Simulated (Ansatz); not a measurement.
Take Rh in the fcc (Cu type) structure (space group Fm-3m, No. 225; relaxed with 0.1 eV smearing) as the base.

Space group Fm-3m (No. 225); a = b = c = 3.802 Å, α = β = γ = 90.00°

```csv
atom,site,symmetry,x,y,z
Rh,4a,m-3m,0.0000,0.0000,0.0000
```
(The calculation used a cell of 1 atom; values per cell refer to that cell.)

The values are results of r2SCAN (Ansatz, a quantum-chemistry and plane-wave program), without spin-orbit coupling, not measurements.

For the base:

* **Pressure**: 0.0 GPa

One thing is altered: the cell is scaled by 0.9850 in all directions; the atoms relax in the strained cell.

### Question
What happens to the pressure and energy relative to the base?

### Answer
The pressure goes from zero to 14.3 GPa; the energy rises by 26 meV/atom.

Stability against distortions was not tested. All final runs are without spin polarisation.
